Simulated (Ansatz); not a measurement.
Re_Cu in fcc Cu (start: the Cu site; 32-site cell, 6×6×6 shifted sampling), host crystal and elements as references (Δμ(Cu) = 0.00 eV, Δμ(Re) = 0.00 eV; Re taken from its element, since no compound that bounds it was computed at this level; only phases computed here count, gases as isolated molecules at 0 K). Calculation: PBE, PAW (plane waves to 420 eV; Ansatz, a first-principles code). In charge state 0 (not spin-polarised) the formation energy is 1.86 eV. The crystal has 8.36 × 10^22 Cu sites per cm³.

**Question.** Estimate the equilibrium concentration at 1100 K in the dilute limit, leaving out vibrational entropy and degeneracy.

**Answer.** kT = 0.0948 eV; c = N exp(−E_f / kT) = 8.36 × 10^22 × exp(−19.6) ≈ 3 × 10^14 cm^-3. An error of 0.2 eV in E_f moves this by a factor of 8.
